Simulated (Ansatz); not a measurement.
The reference is MoSi₂ (space group I4/mmm, No. 139; a = 3.190 Å, c = 7.822 Å; relaxed with 0.1 eV smearing). Axes: x, y, z lie along a, b, c of the conventional cell.

The values are results of DFT with PBEsol, PAW potentials and a 420 eV plane-wave cutoff in Ansatz (a quantum-chemistry and plane-wave program), no spin-orbit coupling, not measurements.

Strains are applied to the cell and any free atomic positions relax.

One change was made to it. Results:

```csv
quantity,base,after
"pressure (mean of the normal stresses, compression positive)",0.0 GPa,0.0 GPa
energy relative to the base (free energy F),0 meV/atom,+1.1 meV/atom
```

**Question.** What was done to the base?
(A) tensor shear ε_xz = +1.14 %
(B) tensor shear ε_xz = +0.86 %
(C) tensor shear ε_xz = +1.71 %
(D) tensor shear ε_xz = +0.57 %

**Answer.** D, tensor shear ε_xz = +0.57 %. For comparison, the energy relative to the base in the other runs: tensor shear ε_xz = +1.14 % gives +4.4 meV/atom; tensor shear ε_xz = +1.71 % gives +9.9 meV/atom; tensor shear ε_xz = +0.86 % gives +2.5 meV/atom.

Whether these cells are dynamically stable was not tested. All final runs are without spin polarisation.
